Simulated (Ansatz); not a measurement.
**V2O3: response to strain**

Start from V2O3 in the corundum structure (space group R-3c, No. 167; a = 4.775 Å, c = 14.234 Å (hexagonal axes); ferromagnetic). Axes: x lies along a and z along c of the hexagonal cell.

Strains are applied to the cell and any free atomic positions relax; under biaxial strain the out-of-plane vector relaxes too.

Calculations: Ansatz (a first-principles code) PBEsol, no spin-orbit coupling, earlier PAW set.

Notes on the quantities. pressure: mean of the normal stresses, compression positive; energy relative to the base: free energy F.

| case | pressure | shortest interatomic distance | energy relative to the base | largest site moment |
|---|---|---|---|---|
| base | 0.0 GPa | 1.948 Å | 0 meV/atom | 0.80 μB |
| biaxial strain −2.65 %, plane normal [001], relaxed out of plane | 6.3 GPa | 1.933 Å | +14 meV/atom | 0.75 μB |
| biaxial strain −2.36 %, plane normal [001], relaxed out of plane | 5.5 GPa | 1.935 Å | +11 meV/atom | 0.76 μB |
| biaxial strain +0.87 %, plane normal [001], relaxed out of plane | -1.8 GPa | 1.952 Å | +1.4 meV/atom | 0.81 μB |
| biaxial strain +1.56 %, plane normal [001], relaxed out of plane | -3.2 GPa | 1.956 Å | +4.4 meV/atom | 0.81 μB |
| isotropic strain −1.84 % | 15.9 GPa | 1.908 Å | +24 meV/atom | 0.74 μB |
| uniaxial strain ε_zz = −4.10 % | 12.7 GPa | 1.914 Å | +22 meV/atom | 0.76 μB |

Other magnetic orders, which the real material may have, were not ruled out. Without a gap, meshes like the base's 12×12×12 leave anisotropic stresses uncertain by several tenths of a GPa, and small strain energies with them. Stability against distortions was not tested. No Hubbard U is applied, and correlation can decide whether such a compound is a metal. The base started in C2/c and relaxed to R-3c at this level.
